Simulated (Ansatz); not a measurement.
Results of LDA (Ansatz, a first-principles code, PAW) for Sb (within 0.1 Å of Pm-3m, No. 221, 4 atoms in the cell; start mp-567409; another form than the element's usual one).

Run with plane-wave cutoff 520 eV, 12×12×10 k mesh (along the axes of the cell as run), Fermi–Dirac smearing 0.05 eV, scalar-relativistic PAW data made under PBE.

Cell (relaxed at this level):

```xyz
4
Lattice="4.2742 0.0000 0.4411 0.0000 4.2971 0.0000 -0.6265 0.0000 6.0594" Properties=species:S:1:pos:R:3 pbc="T T T"
Sb     3.0489     3.2229     1.8457
Sb     0.5988     1.0743     4.6549
Sb     0.9118     1.0743     1.6251
Sb     2.7359     3.2229     4.8754
```

Problem. Predict the bulk modulus.

Solution. 
- bulk modulus: 65.7 GPa

The run finds no gap.

Note: the bulk modulus is −V dP/dV from two relaxed cells at ±2 % in volume.

Spin–orbit coupling is not included; it can open a gap where bands touch, and shift volumes and moduli.

The computed numbers hold no vibrational or temperature effects.

A start named mp-… is a Materials Project structure, which need not be a measured phase.
